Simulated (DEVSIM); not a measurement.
System: abrupt Si n-p junction, at 250 K.

Layer 1 from the left is Si, thickness (μm) 92.0, Nd (cm⁻³) 3e15, τn (s) 4.7e-7, τp (s) 4.7e-7. Layer 2 from the left is Si, thickness (μm) 140, Na (cm⁻³) 9.2e15, τn (s) 4.7e-7, τp (s) 4.7e-7.

Left contact: ohmic. Right contact: ohmic. Voltage is applied to the left contact. Recombination: SRH at mid-gap. Mobility is μmin + (μ − μmin)/(1 + (N/Nref)^α).

This is a model device: material constants are rounded textbook-type values typed into the input, and sizes, dopings and lifetimes were drawn at random. Values at 300 K; Nc and Nv go as T^1.5, mobilities as T to minus their exponent, the gap by Varshni's rule with the affinity fixed.

Si: gap (eV) 1.124, affinity (eV) 4.05, permittivity 11.7, Nc (cm⁻³) 2.86e19, Nv (cm⁻³) 3.1e19, μn (cm²/Vs) 1417, μp (cm²/Vs) 470, μn,min 52, μp,min 45, Nref,n 9.7e16, Nref,p 2.2e17, αn 0.68, αp 0.72, T exponent of μn 2.3, T exponent of μp 2.2, Varshni α (eV/K) 0.000473, Varshni β (K) 636.

Question: Estimate by hand the built-in potential, the peak field at zero bias, the capacitance at 0.6 V, and compare with a numerical solution.

Answer: 
- Built-in potential: ni = √(Nc Nv) exp(−Eg/2kT) = 8.01e7 cm⁻³ with Eg = 1.136 eV; Vbi = kT/q ln(Na Nd/ni²) = 0.776 V; numerical 0.776 V.
- Peak field at zero bias: depletion approximation: W = √(2εVbi/(qN)) = 0.666 μm with N = 2.26e15 cm⁻³; field = 2Vbi/W = 23300 V/cm; numerical 22600 V/cm (estimate above by 2.9 %).
- Capacitance at 0.6 V: C = √(qεN / 2(Vbi + |V|)) = 11.7 nF/cm²; numerical 11.9 nF/cm² (estimate below by 1.6 %).

Simulated with DEVSIM: 1D drift-diffusion, Boltzmann statistics, complete ionisation; no tunnelling, impact ionisation, image-force lowering or self-heating.
